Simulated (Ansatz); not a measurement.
Reference: PtS₂ (P-3m1), r2SCAN+D4 with spin-orbit coupling, rigid bands (plane waves, PAW; Ansatz, a first-principles code); geometry: cell and atoms relaxed with r2SCAN, with a dispersion correction for PtS2 (P-3m1), ZrS2 (P-3m1).

```cif
data_PtS2
_chemical_formula_sum 'Pt1 S2'
_space_group_name_H-M_alt 'P-3m1'
_space_group_IT_number 164
_space_group_name_Hall '-P 3 2"'
_cell_length_a 3.55051
_cell_length_b 3.55051
_cell_length_c 5.20579
_cell_angle_alpha 90.000
_cell_angle_beta 90.000
_cell_angle_gamma 120.000
loop_
_atom_site_label
_atom_site_type_symbol
_atom_site_symmetry_multiplicity
_atom_site_Wyckoff_symbol
_atom_site_fract_x
_atom_site_fract_y
_atom_site_fract_z
_atom_site_occupancy
Pt1 Pt 1 a 0.00000 0.00000 0.00000 1
S1 S 2 d 0.33333 0.66667 0.23548 1
```

- band gap = 0.93 eV
- electron conductivity mass = 0.39 mₑ
- hole conductivity mass = 0.81 mₑ
- Seebeck coefficient, n-type 1e19 cm⁻³ = -348 μV/K

Question: Replace Pt by Zr on the same sites and relax. What happens?

Answer: ZrS2 (P-3m1): volume per atom 18.9 to 23.2 Å³; band gap rises (0.93 eV to 1.25 eV); electron conductivity mass rises (0.39 mₑ to 0.74 mₑ); hole conductivity mass rises (0.81 mₑ to 0.89 mₑ); Seebeck coefficient, n-type 1e19 cm⁻³ rises in size (-348 μV/K to -395 μV/K).

Moves up to 5 % count as about the same. Masses are for dilute carriers at 300 K, harmonic means over directions unless an axis is named. Seebeck coefficients are for the stated density at 300 K, with one relaxation time for all states and whether or not that doping can be reached.

Computed structure with no diffraction record at hand here (it may be known, metastable or hypothetical): PtS2 (P-3m1), ZrS2 (P-3m1).
